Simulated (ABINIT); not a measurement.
ABINIT run on MoW (Cmmm, 2 atoms in the cell): self-consistent single point.

Level of theory: LDA (PW92), norm-conserving pseudopotentials (PseudoDojo nc-sr-04 LDA standard) (plane waves; ABINIT).

The change in words: lattice scaled by 0.98. Reference geometry:
```xyz
2
Lattice="1.5619 -2.2097 0.0000 1.5619 2.2097 0.0000 0.0000 0.0000 4.4372" Properties=species:S:1:pos:R:3 pbc="T T T"
Mo     0.0000     0.0000     0.0000
W      1.5619     0.0000     2.2186
```

Reference input (self-consistent single point, DFT, LDA (PW92), plane waves, norm-conserving pseudopotentials (PseudoDojo nc-sr-04 LDA standard)): pseudos = [Mo.upf, W.upf]; ecut = 80 Ry; ixc = 7; occopt = 3; tsmear = 0.00499791 Ha; ngkpt = 10 10 6; nshiftk = 1; shiftk = 0 0 0; potentials = PseudoDojo nc-sr-04 LDA standard; nband = 19; kptopt = 1; nstep = 60. This run's input differs from it in these lines:

```diff
@@ -3,6 +3,6 @@
 pseudos "Mo.upf, W.upf"
-acell 5.1136030681 5.1136030681 8.3851645698
+acell 5.0113320001 5.0113320001 8.2174608249
 rprim
-         0.5772031503   -0.8166005898    0.0000000000
-         0.5772031503    0.8166005898    0.0000000000
+         0.5772031340   -0.8166006014    0.0000000000
+         0.5772031340    0.8166006014    0.0000000000
          0.0000000000    0.0000000000    1.0000000000
```

Output (repeated stretches shortened):

```
--- !BeginCycle
solver: {iscf: 7, nstep: 60, nline: 4, wfoptalg: 0, }
tolerances: {tolvrs: 1.00E-12, }
...

     iter   Etot(hartree)      deltaE(h)  residm     vres2
 ETOT  1  -146.09210932640    -1.461E+02 6.133E-01 1.111E+03
 ETOT  2  -145.37005082588     7.221E-01 1.280E-01 7.939E+03
 ETOT  3  -146.28772060421    -9.177E-01 8.872E-02 4.083E+01
 ETOT  4  -146.29236606350    -4.645E-03 2.010E-02 2.889E+00
 ETOT  5  -146.29274179993    -3.757E-04 3.023E-03 1.308E-03
   [... 2 lines left out ...]
 ETOT  8  -146.29274235139    -1.348E-09 2.683E-03 5.728E-08
 ETOT  9  -146.29274235152    -1.272E-10 5.119E-04 7.511E-09
 ETOT 10  -146.29274235153    -1.228E-11 1.059E-03 1.027E-09
 ETOT 11  -146.29274235153    -1.734E-12 3.556E-04 7.901E-14
 At SCF step   11       vres2   =  7.90E-14 < tolvrs=  1.00E-12 =>converged.

 Cartesian components of stress tensor (hartree/bohr^3)
  sigma(1 1)= -6.71880774E-04  sigma(3 2)=  0.00000000E+00
  sigma(2 2)= -6.61700160E-04  sigma(3 1)=  0.00000000E+00
  sigma(3 3)= -6.34026895E-04  sigma(2 1)=  0.00000000E+00

 ----iterations are completed or convergence reached----

 reduced coordinates (array xred) for    2 atoms
       0.000000000000      0.000000000000      0.000000000000
       0.500000000000      0.500000000000      0.500000000000
 cartesian forces (eV/Angstrom) at end:
    1     -0.00000000000000    -0.00000000000000    -0.00000000000000
    2     -0.00000000000000    -0.00000000000000    -0.00000000000000
 frms,max,avg= 0.0000000E+00 0.0000000E+00   0.000E+00  0.000E+00  0.000E+00 e/A
   [... lines left out ...]
 Fermi (or HOMO) energy (hartree) =   0.74218   Average Vxc (hartree)=  -0.53710
 Fermi (or HOMO) energy (eV) =  20.19565   Average Vxc (eV)= -14.61535
   [... lines left out ...]
total_energy        : -1.46292742351533E+02
total_energy_eV     : -3.98082796805965E+03
band_energy         : -6.85196159810816E+00
...

-Cartesian components of stress tensor (GPa)         [Pressure=  1.9296E+01 GPa]
- sigma(1 1)= -1.97674115E+01  sigma(3 2)=  0.00000000E+00
- sigma(2 2)= -1.94678875E+01  sigma(3 1)=  0.00000000E+00
- sigma(3 3)= -1.86537121E+01  sigma(2 1)=  0.00000000E+00

 Calculation completed.
```

The run converged in 11 iterations. Against the reference run the free energy rises by 47.1 meV/atom and the pressure goes from -1.63 to 19.30 GPa.

The starting cell comes from a database of computed structures (which also holds hypothetical and non-ambient phases and stackings), without a prior relaxation at this level. Its lattice was rescaled by a random factor within 2.5 % of one. For this run, on top of that: lattice scaled by 0.98. Spin polarisation is off. With a pressure of about 19 GPa the cell is away from its equilibrium volume at this level.

Cost on one core of a shared machine: roughly 7 min.
